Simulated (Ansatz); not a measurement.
## What Bi → Ru does to VBiO4

Take VBiO4 (space group I4_1/a, No. 88; a = 5.107 Å, c = 11.576 Å) as the base.

Now apply this change: Ru takes the place of Bi on all its sites, then cell and atoms are relaxed.

Computed with PBEsol (Ansatz, a program for electronic structure), scalar-relativistic without spin-orbit coupling. Settings: 11×11×11 k-points, 0.05 eV Fermi–Dirac smearing, for the changed cell.

The volume per atom shrinks by 3.72 Å³, from 12.58 Å³ to 8.86 Å³ and the density drops by 0.38 g/cm³ (7.13 g/cm³ → 6.75 g/cm³). The space group becomes I4_1/amd (No. 141) (base: I4_1/a (No. 88)) and the shortest interatomic distance goes up by 0.320 Å to 2.044 Å. The band gap becomes zero (base: 2.13 eV) and the magnetic state changes from non-magnetic to ferromagnetic. The largest site moment goes from zero to 0.94 μB.

Final structure:

```xyz
12
Lattice="-2.3692 2.3692 4.7346 2.3692 -2.3692 4.7346 2.3692 2.3692 -4.7346" Properties=species:S:1:pos:R:3 pbc="T T T"
Ru     0.0000     2.3692     2.3673
Ru     0.0000     0.0000     0.0000
V      2.3692     0.0000     2.3673
V      0.0000     0.0000     4.7346
O      1.1846     1.1965    -1.1837
O      1.1846     1.1727     3.5510
O      1.1727     1.1846     5.9183
O      1.1965     1.1846     1.1837
O      1.1846     3.5420    -1.1837
O      1.1846    -1.1727     3.5510
O     -1.1727     1.1846     5.9183
O      3.5420     1.1846     1.1837
```

Other magnetic orders, which the real material may have, were not ruled out. With Bi present, leaving out spin-orbit coupling can change the band edges. No phonon test of stability was made. As relaxed here, VRuO4 is a hypothetical phase, not in the database extracts checked. Starting moments died away, wholly or in part, for the base; another magnetic solution may exist. No Hubbard U is applied, and correlation can decide whether such a compound is a metal. Spin-polarised in the final run: VRuO4; the other runs are not.
